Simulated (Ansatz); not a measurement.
Input and output of a self-consistent single point for SrSi (Cm, 4 atoms in the cell) (Ansatz, a first-principles code).

Level of theory: PBEsol, default PAW files made with PBE (plane waves; Ansatz).

```xyz
4
Lattice="2.4216 -5.6765 0.0000 2.4216 5.6765 0.0000 0.0000 0.0000 4.0680" Properties=species:S:1:pos:R:3 pbc="T T T"
Sr     2.4216     1.5748     1.0670
Sr     2.4216    -1.5748     3.0510
Si     2.4216     4.9532     1.0170
Si     2.4216    -4.9532     3.0510
```

Reference input (self-consistent single point, DFT, PBEsol, plane waves, default PAW files made with PBE): basis.ecutwfc = 420 eV; kpoints.mp_grid.grid = 8 8 8; hamiltonian.xc = pbesol; hamiltonian.pseudopotentials = {kind: paw} (the program's default PAW files); scf.occupations.method = fermi_dirac; scf.occupations.width = 0.1 eV. This run's input differs from it in these lines:

Ansatz 0.2 input:
```diff
@@ -13,3 +13,3 @@
 kpoints:
-  mp_grid: { grid: [8, 8, 8] }
+  mp_grid: { grid: [13, 13, 13] }
 hamiltonian:
@@ -18,3 +18,3 @@
 scf:
-  occupations: { method: fermi_dirac, width: 0.1 }
+  occupations: { method: cold, width: 0.01 }
 output:
```

The program printed (abridged):

```
SCF iter   1: F=—  HF=-8229.459167 eV  |F-HF|=—  |Δ(HF+E_count)|=         —  Δρ=3.56e-3  dr2=4.33e-2  ethr=1.77e-3  ⟨swp⟩=9.0  Hψ=74542  notcnv=0
all-band conjugate gradients solve this SCF's bands
preconditioner: auto → Kerker (q_TF=auto, 2.166 Å⁻¹)
SCF iter   2: F=—  HF=-8229.452829 eV  |F-HF|=—  |Δ(HF+E_count)|=   6.34e-3  S|Δr|=    0.00e0  Δρ=2.11e-3  dr2=1.65e-2  ethr=1.55e-4  ⟨swp⟩=1.9  Hψ=16787  notcnv=0  defer=6
SCF iter   3: F=—  HF=-8229.448822 eV  |F-HF|=—  |Δ(HF+E_count)|=   4.01e-3  S|Δr|=    0.00e0  Δρ=3.57e-4  dr2=1.06e-4  ethr=5.88e-5  ⟨swp⟩=3.1  Hψ=18716  notcnv=0  defer=37
SCF iter   4: F=—  HF=-8229.448841 eV  |F-HF|=—  |Δ(HF+E_count)|=   1.90e-5  S|Δr|=    0.00e0  Δρ=9.21e-5  dr2=1.89e-5  ethr=3.77e-7  ⟨swp⟩=2.3  Hψ=17484  notcnv=0  defer=36
SCF iter   5: F=—  HF=-8229.448849 eV  |F-HF|=—  |Δ(HF+E_count)|=   8.41e-6  S|Δr|=    0.00e0  Δρ=2.61e-5  dr2=9.69e-7  ethr=6.74e-8  ⟨swp⟩=2.0  Hψ=13414  notcnv=0  defer=36
SCF iter   6: F=-8229.448849 eV  HF=-8229.448849 eV  |F-HF|=1.07e-8  |Δ(HF+E_count)|=   2.01e-7  S|Δr|=    0.00e0  Δρ=5.64e-6  dr2=6.14e-8  ethr=3.57e-10  ⟨swp⟩=7.2  Hψ=58286  notcnv=0
SCF 1 converged in 6 iterations: F = -8229.448849 eV  dr2 = 6.14e-8
Stability not checked (fill_not_monotonic)
Free energy (F): -8229.448849 eV
Internal energy: -8229.448833 eV  (E = F + TS)
E sigma→0 (E₀):  -8229.448844 eV
Entropy (-TS):   -0.000016 eV (-0.004 meV/atom)
Fermi energy:    7.594741 eV
--- Forces (eV/Å), atoms counted from 1 ---
  atom   1  Sr     0.00000000    -0.01022746    -0.14621323
  atom   2  Sr     0.00000000     0.01271518     0.04153828
  atom   3  Si     0.00000000     0.01216280     0.01403729
  atom   4  Si     0.00000000    -0.01465085     0.09063807
--- Stress (GPa, compression-positive) ---
       -2.268144       0.000000       0.000000
        0.000000      -1.540934      -0.132514
        0.000000      -0.132514      -2.164293
  P = ⅓ Tr σ = -1.9911 GPa (-19.911 kbar)
  The stress holds the Pulay correction. Without it, at fixed plane waves, as pw.x and ABINIT print it: P = -2.0017 GPa
```

The run converged in 6 iterations. Against the reference run the free energy rises by 6.6 meV/atom, the pressure hardly changes (-1.94 to -1.99 GPa) and the largest force stays at 0.147 eV/Å.

The starting cell comes from a database of computed structures (which also holds hypothetical and non-ambient phases and stackings), without a prior relaxation at this level. Its lattice was rescaled by up to half a per cent. One atom was moved a little off its site on purpose. Ansatz's pressure includes its estimate of the finite-basis (Pulay) stress.

Cost on one core of a shared machine: roughly 90 s.
